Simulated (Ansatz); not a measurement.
The reference is CdTe in the zinc blende structure (space group F-43m, No. 216; a = 6.489 Å).

Structures relaxed with PBEsol in Ansatz (plane waves to 420 eV, PAW, no SOC).

Base:

Simulated powder pattern, Cu Kα, λ = 1.54184 Å (kinematic, ideal powder, no thermal factors, no anomalous dispersion; the 8 strongest lines at most, above 2 %, up to 2θ = 90°):

```tsv
2θ (°)	I/Imax (%)	hkl
23.75	100	(111)
39.27	79	(220)
46.41	49	(311)
56.75	13	(400)
62.37	20	(331)
71.18	26	(422)
76.24	14	(333)
89.31	15	(531)
```

Perturbation: Al takes the place of Cd on all its sites; the structure is relaxed again.

Q: Where do the lines fall after the change?

A: 
Simulated powder pattern, Cu Kα, λ = 1.54184 Å (kinematic, ideal powder, no thermal factors, no anomalous dispersion; the 8 strongest lines at most, above 2 %, up to 2θ = 90°):

```json
[
 {"2θ (°)": "23.97", "d (Å)": "3.712", "I/Imax (%)": "100", "hkl": "(111)"},
 {"2θ (°)": "27.75", "d (Å)": "3.215", "I/Imax (%)": "30", "hkl": "(200)"},
 {"2θ (°)": "39.65", "d (Å)": "2.273", "I/Imax (%)": "56", "hkl": "(220)"},
 {"2θ (°)": "46.87", "d (Å)": "1.938", "I/Imax (%)": "48", "hkl": "(311)"},
 {"2θ (°)": "63.02", "d (Å)": "1.475", "I/Imax (%)": "20", "hkl": "(331)"},
 {"2θ (°)": "64.86", "d (Å)": "1.438", "I/Imax (%)": "11", "hkl": "(420)"},
 {"2θ (°)": "71.95", "d (Å)": "1.312", "I/Imax (%)": "19", "hkl": "(422)"},
 {"2θ (°)": "77.08", "d (Å)": "1.237", "I/Imax (%)": "15", "hkl": "(511)"}
]
```

The indices refer to each structure's own conventional cell; one index is shown for lines that coincide.

Stability against distortions was not tested. As relaxed here, AlTe is a hypothetical phase, not in the database extracts checked. The final runs are not spin-polarised. An odd electron count without spin: AlTe.

Ansatz is an electronic-structure program.
